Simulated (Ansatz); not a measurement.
Data:

```
CELL_PARAMETERS angstrom
      0.00000     2.83265     2.83265
      2.83265     0.00000     2.83265
      2.83265     2.83265     0.00000
ATOMIC_POSITIONS crystal
  Zn 0.00000 0.00000 0.00000
  Se 0.75000 0.75000 0.75000
```

These are r2SCAN with spin-orbit coupling, rigid bands (plane waves, PAW; Ansatz, a first-principles code) values and carry that method's errors. How the cell was made: cell and atoms relaxed with r2SCAN.

Problem. Predict the hole conductivity mass (n e² τ/σ) at 300 K, by direction if it differs.

Solution. 0.68 mₑ.

Problem. Predict the electron conductivity mass (n e² τ/σ) at 300 K, by direction if it differs.

Solution. 0.133 mₑ.

Problem. And the band gap?

Solution. 1.75 eV at this level; semilocal functionals usually fall short of the measured gap.

Rigid bands, one relaxation time for all states, no polarons.
